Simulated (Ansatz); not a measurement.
## Several settings converged on the (100) slab of TaSb2 (cut from a parent of space group no. 12; 12 atoms in the cell)

```
CELL_PARAMETERS angstrom
      3.70885     0.00000     0.00000
      0.00000     8.38307     0.00000
      0.00000     0.00000    21.18401
ATOMIC_POSITIONS crystal
  Ta 0.50000 0.96863 0.43667
  Ta 0.50000 0.15784 0.56334
  Sb 0.00000 0.81819 0.35261
  Sb 0.00000 0.30828 0.64739
  Sb 0.50000 0.92085 0.66956
  Sb 0.50000 0.20561 0.33044
  Ta 0.00000 0.65638 0.64619
  Ta 0.00000 0.47009 0.35380
  Sb 0.50000 0.50593 0.56214
  Sb 0.50000 0.62054 0.43786
  Sb 0.00000 0.23311 0.46003
  Sb 0.00000 0.89336 0.53997
```

Base method: PBEsol, default PAW files made with PBE (plane waves; Ansatz, a first-principles code).

Base settings: basis.ecutwfc = 30.9 Ry; kpoints.mp_grid.grid = 4 2 1; hamiltonian.xc = pbesol; hamiltonian.pseudopotentials = {kind: paw} (the program's default PAW files); scf.occupations.method = gaussian; scf.occupations.width = 0.0073 Ry.

The count of work is k-points × plane waves × bands × iterations; it is no time. Core times come from one kind of shared machine, to one figure; runs under 30 s give none.

**The vacuum**

The mesh stays at the base's, so the ladder's end is converged at best in this setting alone.

Only quantities that move along the ladder and can be compared are tabulated.

| vacuum between outermost atoms (Å) | free energy less the last step's (meV/atom) | largest difference of a force vector from the last step's (eV/Å) | count of work / last |
|---|---|---|---|
| 3.0 | -52.40 | 0.869 | 0.27 |
| 4.0 | -1.65 | 0.211 | 0.27 |
| 5.0 | 3.26 | 0.092 | 0.33 |
| 6.0 | 1.89 | 0.040 | 0.35 |
| 7.0 | 0.75 | 0.016 | 0.34 |
| 8.0 | 0.27 | 0.006 | 0.36 |
| 10.0 | 0.04 | 0.001 | 0.46 |
| 12.0 | 0.01 | 0.000 | 0.46 |
| 14.0 | 0.00 | 0.000 | 0.57 |
| 17.0 | 0.01 | 0.000 | 0.65 |
| 20.0 | 0.00 | 0.000 | 0.73 |
| 25.0 | 0.00 | 0.000 | 0.87 |
| 30.0 | 0.00 | 0.000 | 1.0 |

Smallest vacuum between outermost atoms (Å) that holds the free energy within 1 meV/atom of the last step, with all finer ones: 7.0, at 0.34 of the last step's count of work; the step before is off by 1.9 meV/atom.

Smallest vacuum between outermost atoms (Å) that holds the forces within 0.005 eV/Å of the last step, with all finer ones: 10.0; the step before is off by 0.006 eV/Å.

**The k-point mesh**

Only quantities that move along the ladder and can be compared are tabulated.

```tsv
kpoints.mp_grid.grid	free energy less the last step's (meV/atom)	largest difference of a force vector from the last step's (eV/Å)	count of work / last	core time / last (rough)
2 1 1	45.82	0.860	0.028	–
3 2 1	10.76	0.347	0.044	–
4 2 1	0.85	0.145	0.075	–
5 2 1	-1.93	0.208	0.067	–
6 3 1	-0.16	0.102	0.089	–
7 3 1	0.09	0.046	0.089	0.09
8 4 1	-0.23	0.020	0.17	0.2
9 4 1	-0.52	0.027	0.17	0.1
10 5 1	-0.10	0.024	0.20	0.2
12 6 1	0.09	0.011	0.31	0.2
14 7 1	0.13	0.008	0.36	0.3
17 8 1	0.01	0.007	0.50	0.3
20 9 1	-0.01	0.003	0.61	0.6
23 10 1	0.00	0.000	1.0	1
```

Coarsest kpoints.mp_grid.grid that holds the free energy within 1 meV/atom of the last step, with all finer ones: 6 3 1, at 0.089 of the last step's count of work; the step before is off by 1.9 meV/atom.

**The plane-wave cutoff**

The mesh stays at the base's, so the ladder's end is converged at best in this setting alone.

Only quantities that move along the ladder and can be compared are tabulated.

```csv
basis.ecutwfc,free energy less the last step's (meV/atom),largest difference of a force vector from the last step's (eV/Å),count of work / last,core time / last (rough)
15.4 Ry,4848.72,0.800,0.14,–
18.4 Ry,783.67,0.113,0.18,–
21.7 Ry,85.30,0.017,0.23,–
26.1 Ry,4.51,0.002,0.27,–
30.9 Ry,1.44,0.001,0.40,–
37.1 Ry,0.30,0.000,0.47,0.5
46.3 Ry,0.08,0.000,0.73,0.6
61.7 Ry,0.00,0.000,1.0,1
```

Coarsest basis.ecutwfc that holds the free energy within 2 meV/atom of the last step, with all finer ones: 30.9 Ry, at 0.40 of the last step's count of work; the step before is off by 4.5 meV/atom.

Coarsest basis.ecutwfc that holds the forces within 0.02 eV/Å of the last step, with all finer ones: 21.7 Ry, at 0.23 of the last step's count of work; the step before is off by 0.11 eV/Å.

On the base run: the starting cell comes from a database of computed structures (which also holds hypothetical and non-ambient phases and stackings), without a prior relaxation at this level. The slab is cut from that crystal, and its faces are unrelaxed. Its lattice was rescaled by up to half a per cent. Spin polarisation is off. In the base run, forces exceed 1 eV/Å. Without a gap this mesh is coarse (it stands for a supercell whose shortest in-plane vector is 15 Å).

Left out of this page: 1 run of the series outside the window shown, repeating another row's setting, or not comparable.

Keys are those of Ansatz 0.2.
